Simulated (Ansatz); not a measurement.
Ansatz (a quantum-chemistry and plane-wave program) run on a (100) slab of HfN (cut from a parent of space group no. 225; 8 atoms in the cell): self-consistent single point.

Computed with PBEsol, PAW files made with PBE (plane waves; Ansatz).

The change in words: vacuum of 8 angstrom (first run: 14 Å); efield.axis: default → 3; efield.dipole_correction: default → true. Reference geometry:
```xyz
8
Lattice="3.1801 0.0000 0.0000 -3.1801 3.1801 0.0000 0.0000 0.0000 20.7460" Properties=species:S:1:pos:R:3 pbc="T T T"
Hf     0.0000     0.0000     9.2487
Hf    -1.5901     1.5901     7.0000
Hf     0.0000     0.0000    13.7460
Hf    -1.5901     1.5901    11.4974
N      0.0000     0.0000     7.0000
N     -1.5901     1.5901     9.2487
N      0.0000     0.0000    11.4974
N     -1.5901     1.5901    13.7460
```

Reference input (self-consistent single point, DFT, PBEsol, plane waves, PAW files made with PBE): basis.ecutwfc = 30.9 Ry; kpoints.mp_grid.grid = 13 13 1; hamiltonian.xc = pbesol; hamiltonian.pseudopotentials = {kind: paw} (the program's default PAW files); scf.occupations.method = fermi_dirac; scf.occupations.width = 0.0073 Ry. This run's input differs from it in these lines:

Ansatz 0.2 input:
```diff
@@ -4,12 +4,12 @@
     - [-3.180142, 3.180142, 0.000000]
-    - [0.000000, 0.000000, 20.746011]
+    - [0.000000, 0.000000, 14.746022]
   atoms:
-    - { symbol: Hf, position: [0.000000, 0.000000, 0.445807] }
-    - { symbol: Hf, position: [0.000000, 0.500000, 0.337414] }
-    - { symbol: Hf, position: [0.000000, 0.000000, 0.662586] }
-    - { symbol: Hf, position: [0.000000, 0.500000, 0.554199] }
-    - { symbol: N, position: [0.000000, 0.000000, 0.337414] }
-    - { symbol: N, position: [0.000000, 0.500000, 0.445807] }
-    - { symbol: N, position: [0.000000, 0.000000, 0.554199] }
-    - { symbol: N, position: [0.000000, 0.500000, 0.662586] }
+    - { symbol: Hf, position: [0.000000, 0.000000, 0.423756] }
+    - { symbol: Hf, position: [1.000000, 0.500000, 0.271260] }
+    - { symbol: Hf, position: [0.000000, 0.000000, 0.728740] }
+    - { symbol: Hf, position: [1.000000, 0.500000, 0.576252] }
+    - { symbol: N, position: [0.000000, 0.000000, 0.271260] }
+    - { symbol: N, position: [1.000000, 0.500000, 0.423756] }
+    - { symbol: N, position: [0.000000, 0.000000, 0.576252] }
+    - { symbol: N, position: [1.000000, 0.500000, 0.728740] }
 basis:
@@ -24,2 +24,5 @@
     kind: paw
+efield:
+  axis: 3
+  dipole_correction: true
 scf:
@@ -31,3 +34,2 @@
   eigenvalues: true
-  stress: true
```

The program printed (abridged):

```
SCF iter   1: F=—  HF=-63931.370784 eV  |F-HF|=—  |Δ(HF+E_count)|=         —  Δρ=1.21e-1  dr2=4.12e1  ethr=3.10e-3  p=-0.000 e·Å  D=-7.58e-10 V/Å  ΔV_dip=0.00 eV  dr2_dipole=1.97e-6  V_vac-E_F(+/−)=6.67/6.67 eV  ⟨swp⟩=6.1  Hψ=7802  notcnv=0  defer=3
all-band conjugate gradients solve this SCF's bands
efield: sawtooth ramp at fractional position 0.9500 (placed from the atoms, in the widest stretch of the axis that holds none …
   [... lines left out ...]
WARN: efield: at this solve's end the planar-averaged density reaches 6.47e-3 e/Å³ inside the ramp window [0.8822, 0.1178] (bound 1e-5 e/Å³) …
SCF 1 converged in 12 iterations: F = -63921.712088 eV  dr2 = 5.63e-8
Free energy (F): -63921.712088 eV
Internal energy: -63921.601451 eV  (E = F + TS)
E sigma→0 (E₀):  -63921.656769 eV
Entropy (-TS):   -0.110637 eV (-13.830 meV/atom)
Fermi energy:    12.523622 eV
Dipole field:    D = 0.000017 V/Å  (p = 0.000014 e·Å, saw-weighted, corrected)
Work function:   Φ+ = withheld (plateau slope 8.9e-1 eV/Å)   Φ− = withheld (plateau slope 8.9e-1 eV/Å)
Levels:          The Fermi level and band energies are counted from a zero that moves with the ramp; work functions are not
Vacuum region:   at the solve's end the planar-averaged density reaches 6.47e-3 e/Å³ inside the ramp window [0.8822, 0.1178] (bound 1e-5 e/Å³)
--- Forces (eV/Å), atoms counted from 1 ---
  atom   1  Hf     0.00000000     0.00000000    -0.01331307
  atom   2  Hf     0.00000000     0.00000000     1.36637503
  atom   3  Hf    -0.00000000     0.00000000    -1.36561284
  atom   4  Hf    -0.00000000     0.00000000     0.01246613
  atom   5  N     -0.00000000    -0.00000000    -0.81721803
  atom   6  N     -0.00000000     0.00000000    -0.88296522
  atom   7  N      0.00000000    -0.00000000     0.88233799
  atom   8  N     -0.00000000    -0.00000000     0.81792677
```

The run converged in 12 iterations. Against the reference run the free energy drops by 3.7 meV/atom and the largest force goes from 1.443 to 1.366 eV/Å.

The starting cell has typed, rounded lattice constants, without a prior relaxation at this level. The slab is cut from that crystal, and its faces are unrelaxed. Its lattice was rescaled by up to half a per cent. Spin polarisation is off, though cut faces can carry moments; the slab shows no gap. Forces in this geometry exceed 1 eV/Å.
